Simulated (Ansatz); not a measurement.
```xyz
2
Lattice="3.3142 0.0000 0.0000 1.6571 2.8701 0.0000 1.6571 -0.9567 2.6486" Properties=species:S:1:pos:R:3 pbc="T T T"
Na     0.0000     0.0000     0.0000
F      1.6571     0.9567     1.3243
```

No spin polarisation.

Method: PBEsol/PAW in Ansatz (a program for electronic structure), without spin-orbit coupling. Γ-centred 12×12×12 mesh, Fermi–Dirac width 0.05 eV.

**Question.** What electron mass does the calculation give?

**Answer.** 0.56 mₑ (at Γ).

**Question.** What valence-band top at Γ (three highest levels, from the VBM) does the calculation give?

**Answer.** 0.00, -0.06, -0.06 eV.

**Question.** What pressure (mean of the normal stresses, compression positive) does the calculation give?

**Answer.** -0.75 GPa.

**Question.** What is the computed space group?

**Answer.** R-3m (No. 166).

The levels and masses belong to the bands next to the band gap. The cells carry an imposed strain or load. Effective masses come from finite differences of ±0.01 Å⁻¹. Stability against distortions was not tested. The cell was made from NaF in the rock salt structure (space group Fm-3m, No. 225) by this change: biaxial strain +1.25 %, plane normal [111], relaxed out of plane.
